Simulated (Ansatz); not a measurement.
Consider a 48-atom cell of Ti(Si,Ge)2 started in the TiSi2 (C54) type structure, site fractions Si 0.750, Ge 0.250, short-range order 0.00 among the nearest mixed sites of the first mixed sublattice (0 is random, a negative value favours unlike neighbours), space group P1 at the end. Its start:

```
CELL_PARAMETERS angstrom
      9.78617    -0.00051    -0.00045
      2.44590     8.28785     4.36009
      2.44679    -8.28795     4.35978
ATOMIC_POSITIONS crystal
  Ti 0.75126 0.00097 0.99711
  Ti 0.49836 0.74967 0.24893
  Ti 0.24548 0.99990 0.00029
  Ti 0.49815 0.25186 0.75207
  Ti 0.75400 0.49808 0.50013
  Ti 0.00254 0.74745 0.24756
  Ti 0.99997 0.24627 0.74936
  Ti 0.24763 0.50265 0.50427
  Ti 0.75276 0.37353 0.11997
  Ti 0.49765 0.12662 0.37423
  Ti 0.24910 0.37901 0.12676
  Ti 0.49880 0.62120 0.87667
  Ti 0.75350 0.87352 0.62470
  Ti 0.00344 0.12270 0.37494
  Ti 0.00035 0.62618 0.87722
  Ti 0.24890 0.87452 0.62297
  Si 0.74764 0.17024 0.83134
  Ge 0.48872 0.92599 0.08464
  Si 0.24881 0.16436 0.83840
  Si 0.50272 0.41822 0.58363
  Ge 0.75041 0.67492 0.32604
  Si 0.00521 0.91731 0.07521
  Si 0.00396 0.41387 0.57817
  Si 0.24778 0.67279 0.32664
  Si 0.75015 0.83264 0.16417
  Ge 0.49712 0.57092 0.41348
  Si 0.24785 0.82617 0.17331
  Si 0.50500 0.09352 0.91516
  Si 0.75319 0.33265 0.67576
  Si 0.00411 0.58297 0.42394
  Si 0.00145 0.08060 0.91992
  Ge 0.24820 0.32587 0.67087
  Ge 0.75828 0.69728 0.79384
  Si 0.50166 0.45562 0.04313
  Si 0.25100 0.69901 0.79945
  Si 0.48413 0.96882 0.54477
  Ge 0.75303 0.20565 0.29166
  Si 0.00629 0.45049 0.03953
  Si 0.00092 0.95125 0.54675
  Si 0.23976 0.21605 0.29373
  Si 0.75292 0.54115 0.96039
  Si 0.49171 0.28722 0.20348
  Si 0.25001 0.54564 0.95797
  Ge 0.50061 0.80157 0.70551
  Ge 0.75122 0.04422 0.45722
  Si 0.00286 0.30154 0.20518
  Si 0.00404 0.79970 0.70510
  Si 0.24735 0.03762 0.45444
```

All values below come from PBE (plane waves to 420 eV, PAW; Ansatz, an electronic-structure program). Spin–orbit coupling is left out; the runs are not spin-polarised. Its k-point mesh 4×4×4, Fermi–Dirac width 0.05 eV.

Question: Predict the alloy's volume and bond lengths.

Answer: 
* **volume per atom**: 14.66 Å³
* **Si–Ti bonds (within 1.22 times the sum of covalent radii)**: 2.708 Å on average, from 2.548 to 2.895 (120)
* **Ge–Ti bonds (within 1.22 times the sum of covalent radii)**: 2.726 Å on average, from 2.571 to 2.875 (40)
